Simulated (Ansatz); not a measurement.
Consider ZrO2 (space group P4_2/nmc, No. 137).

```cif
data_O4Zr2
_chemical_formula_sum 'Zr2 O4'
_space_group_name_H-M_alt 'P42/nmc :1'
_space_group_IT_number 137
_space_group_name_Hall 'P 4n 2n -1n'
_cell_length_a 3.58445
_cell_length_b 3.58445
_cell_length_c 5.17714
_cell_angle_alpha 90.000
_cell_angle_beta 90.000
_cell_angle_gamma 90.000
loop_
_space_group_symop_operation_xyz
  'x, y, z'
  '-y+1/2, x+1/2, z+1/2'
  '-x, -y, z'
  'y+1/2, -x+1/2, z+1/2'
  'x+1/2, -y+1/2, -z+1/2'
  '-y, -x, -z'
  '-x+1/2, y+1/2, -z+1/2'
  'y, x, -z'
  '-x+1/2, -y+1/2, -z+1/2'
  'y, -x, -z'
  'x+1/2, y+1/2, -z+1/2'
  '-y, x, -z'
  '-x, y, z'
  'y+1/2, x+1/2, z+1/2'
  'x, -y, z'
  '-y+1/2, -x+1/2, z+1/2'
loop_
_atom_site_label
_atom_site_type_symbol
_atom_site_symmetry_multiplicity
_atom_site_Wyckoff_symbol
_atom_site_fract_x
_atom_site_fract_y
_atom_site_fract_z
_atom_site_occupancy
Zr1 Zr 2 a 0.00000 0.00000 0.00000 1
O1 O 4 d 0.00000 0.50000 0.20147 1
```

Computed with DFT with PBEsol, PAW potentials and a 420 eV plane-wave cutoff in Ansatz (a quantum-chemistry and plane-wave program), no SOC.

One change was made to it. Results:

The gap character changes from indirect, M–Γ (56 % along) → Γ to indirect, A → Γ; the band gap falls by 0.03 eV (4.00 eV → 3.97 eV); the electron mass becomes 2.0 mₑ along c, 0.55 mₑ across (at Γ) (base: 2.1 mₑ along c, 0.57 mₑ across (at Γ)); the width of the top valence band increases by 0.15 eV to 1.07 eV.

Q: Name the change that was made.
(A) pressure −1 GPa
(B) pressure 9 GPa
(C) pressure 2.1 GPa
(D) pressure 30 GPa

A: B, pressure 9 GPa. For comparison, the gap character in the other runs: pressure 2.1 GPa gives indirect, M–Γ (56 % along) → Γ; pressure −1 GPa gives indirect, M–Γ (56 % along) → Γ; pressure 30 GPa gives indirect, M → Γ.

Load acts through the strain it causes; cell and atoms are relaxed under it. Effective masses come from finite differences of ±0.01 Å⁻¹. Whether these cells are dynamically stable was not tested. Competing high-pressure phases were not computed. This is not the structure that ZrO2 has at room temperature and ambient pressure.
